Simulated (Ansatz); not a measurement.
Consider SrCoO3 in the cubic perovskite structure (space group Pm-3m, No. 221; a = 3.7694 Å; ferromagnetic).

Computed with plane-wave PAW DFT at the PBEsol level (Ansatz, a quantum-chemistry and plane-wave program, 420 eV), no spin-orbit coupling.

Before the change:

- Lattice parameter a: 3.769 Å

Modification: Tl takes the place of Co on all its sites; the structure is relaxed again.

Q: How does this affect the lattice parameter a?

A: The lattice parameter a rises by 0.442 Å, from 3.769 Å to 4.211 Å.

Whether these cells are dynamically stable was not tested. For SrTlO3 in this form, whether it has been made was not checked. No Hubbard U is applied and the magnetic state is the run's own (SrCoO3 ferromagnetic); small cells can't hold the antiferromagnetic order that many such compounds have, so gaps and moments can be off. Spin-polarised in the final run: base; the other runs are not. An odd electron count without spin: SrTlO3. Many cubic perovskites are stable only at high temperature; tilts and polar distortions were not tested.
